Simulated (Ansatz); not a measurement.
Consider WS$_{2}$ in the 2H-MoS2 type structure (space group P6_3/mmc, No. 194; a = 3.1541 Å, c = 12.1373 Å; layered, stacked along the Cartesian z axis).

All numbers come from PBE-D3(BJ) in Ansatz (plane waves to 420 eV, PAW, spin-orbit coupling left out).

The change: every S is replaced by Se, then cell and atoms are relaxed.

Measured band gap: WS2 1.35 eV (room temperature; as listed in Carlos M. O. Bastos et al., Physical Review Materials (2019)); WSe2 1.2 eV (room temperature; as listed in Carlos M. O. Bastos et al., Physical Review Materials (2019)).

Measured lattice parameter a: WS2 3.153 Å (room temperature; as listed in arXiv:1605.07067); WSe2 3.282 Å (room temperature; as listed in arXiv:1605.07067).

### Question
How well does PBE-D3(BJ) reproduce the measured shift?

### Answer
With PBE-D3(BJ) the band gap moves by -0.01 eV (0.88 → 0.87) against -0.15 eV measured; the lattice parameter a moves by +0.125 Å (3.154 → 3.279) against +0.129 Å measured.

With W present, leaving out spin-orbit coupling can change the band edges. Stability against distortions was not tested.

Ansatz is a first-principles code.
